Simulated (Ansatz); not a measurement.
## Au: stress against strain

Au (fcc, Fm-3m, 17.016 Å³/atom at rest, cube axes along x, y and z) under a strain ε along a cube axis (axis z), the other axes held. PBEsol in Ansatz, a plane-wave DFT program (PAW, default set), 420 eV, 28×28×28 Γ-centred mesh, Fermi-Dirac smearing 0.10 eV; ions are relaxed within the symmetry of each cell. Stress is positive for a compressed cell.

Here s stands for strain and y for stress zz.

```csv
strain (%),stress zz (GPa)
-3.00,?
-1.50,3.08
-1.00,2.02
-0.50,1.00
0.00,0.00
0.50,-0.96
1.00,-1.90
1.50,-2.79
```

The 7 complete rows are fitted with a straight line, y against s. Means: s 0, y 0.064. About the means, the sum of products is -13.705 and the sum of squares of s is 7.0000; the slope is their ratio. Least squares gives y = 0.064 - 1.9579·s. Residuals (row less fit): 0.079, -0.002, -0.043, -0.064, -0.045, -0.006, 0.083; standard error 0.065 (degrees of freedom: 5). The slope gives the elastic constant C11 = 196 ± 2 GPa.

Problem. Estimate the missing y (s = -3.00); what did the run itself give?

Solution. y = 0.064 - 1.9579 × (-3.0) = 5.938 GPa. The calculation gives 6.44 GPa, 0.502 GPa above the prediction (5.4 % of the range of y in the table). The row lies outside the fitted rows, so this is an extrapolation. From the scatter of the fitted rows alone, a prediction at this place has a standard error of 0.101 GPa, so the miss is 5.0 times that.

One order more, fitted to all 13 runs of the series, follows each within 0.01, so the miss is the next term of a smooth law. In a metal these values are sensitive to mesh and smearing; energies are taken to zero smearing, stresses follow the free energy. Rows are the converged runs of the series near zero and its far end; series whose fitted rows scatter by over a few per cent of the range, as at a crossing or softening among them, aren't shown in this form. Most that stay on the fit to the last digits aren't either.
